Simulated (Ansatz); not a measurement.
Terminations of the (111) surface of fcc Au, measured from the surface 'clean 1x1'. Atoms come from or go to: Ag: fcc Ag, Au: fcc Au, Cr: bcc Cr, antiferromagnetic, Fe: bcc Fe, ferromagnetic, Ga: alpha gallium, Ge: germanium, In: tetragonal indium, Mg: hcp Mg, Nb: bcc Nb, Pd: fcc Pd, Si: silicon, Zn: hcp Zn. ΔE is the energy of forming the row's surface from that one (negative: more stable at these reservoirs); the vacuum level's shift is aligned on the shared bottom. No zero-point or thermal terms. These are constructed structures in small cells; real faces may alloy, dewet or reconstruct in larger ones, and not all known structures of the face are among them. Slabs of about 12 Å with all that they carry, Fermi-Dirac smearing of 0.1 eV. Bottom of the slabs: a bare face, its two planes held. Relaxed from the named starts with such symmetry as they have, on meshes of like density; energies extrapolated to zero smearing; no spin-orbit coupling, no U. Spin-polarised runs, if any, are marked in brackets, and their order is one that fits the cell; the others ran without spin. A dash marks a value that is undefined for that row (no clear gap, or no work function of a gapped slab) or was not read reliably on its mesh.

All values below come from PBE (plane waves to 420 eV, PAW; Ansatz, a program for electronic structure).

```json
[
 {"surface": "a layer of Cr in place of the second plane [spin, 3.9 μB a cell]", "atoms added per 1x1": "-1 Au, +1 Cr", "ΔE per 1x1 (eV)": "?", "shift of the vacuum level (eV)": "-0.53", "work function (eV)": "4.65"},
 {"surface": "a pseudomorphic layer of In in the other hollow", "atoms added per 1x1": "+1 In", "ΔE per 1x1 (eV)": "-0.10", "shift of the vacuum level (eV)": "-1.45", "work function (eV)": "3.74"},
 {"surface": "a pseudomorphic layer of Si in the host's stacking", "atoms added per 1x1": "+1 Si", "ΔE per 1x1 (eV)": "0.40", "shift of the vacuum level (eV)": "-0.48", "work function (eV)": "4.71"},
 {"surface": "(√3x√3)R30° surface alloy, Pd on one Au site of the top plane", "atoms added per 1x1": "-0.333 Au, +0.333 Pd", "ΔE per 1x1 (eV)": "0.00", "shift of the vacuum level (eV)": "0.00", "work function (eV)": "5.18"},
 {"surface": "a layer of Mg in place of the third plane", "atoms added per 1x1": "-1 Au, +1 Mg", "ΔE per 1x1 (eV)": "?", "shift of the vacuum level (eV)": "-0.07", "work function (eV)": "5.13"},
 {"surface": "a layer of Nb in place of the third plane", "atoms added per 1x1": "-1 Au, +1 Nb", "ΔE per 1x1 (eV)": "?", "shift of the vacuum level (eV)": "-0.26", "work function (eV)": "4.92"},
 {"surface": "a pseudomorphic layer of Fe in the host's stacking [spin, 3.0 μB a cell]", "atoms added per 1x1": "+1 Fe", "ΔE per 1x1 (eV)": "1.18", "shift of the vacuum level (eV)": "-0.76", "work function (eV)": "4.39"},
 {"surface": "a layer of Ge in place of the second plane", "atoms added per 1x1": "-1 Au, +1 Ge", "ΔE per 1x1 (eV)": "0.21", "shift of the vacuum level (eV)": "0.02", "work function (eV)": "5.19"},
 {"surface": "a layer of Pd in place of the third plane", "atoms added per 1x1": "-1 Au, +1 Pd", "ΔE per 1x1 (eV)": "-0.18", "shift of the vacuum level (eV)": "-0.02", "work function (eV)": "5.15"},
 {"surface": "a layer of Ag in place of the second plane", "atoms added per 1x1": "+1 Ag, -1 Au", "ΔE per 1x1 (eV)": "?", "shift of the vacuum level (eV)": "-0.23", "work function (eV)": "4.99"},
 {"surface": "a pseudomorphic layer of Zn in the other hollow", "atoms added per 1x1": "+1 Zn", "ΔE per 1x1 (eV)": "-0.07", "shift of the vacuum level (eV)": "-0.69", "work function (eV)": "4.50"},
 {"surface": "(√3x√3)R30° layer of Ga, one a cell, on the site that continues the host's stacking", "atoms added per 1x1": "+0.333 Ga", "ΔE per 1x1 (eV)": "-0.07", "shift of the vacuum level (eV)": "-1.02", "work function (eV)": "4.19"}
]
```

Q: Complete the blanks.

A: 
- a layer of Cr in place of the second plane [spin, 3.9 μB a cell], ΔE per 1x1 (eV): 0.79
- a layer of Mg in place of the third plane, ΔE per 1x1 (eV): -0.82
- a layer of Nb in place of the third plane, ΔE per 1x1 (eV): -0.22
- a layer of Ag in place of the second plane, ΔE per 1x1 (eV): -0.15
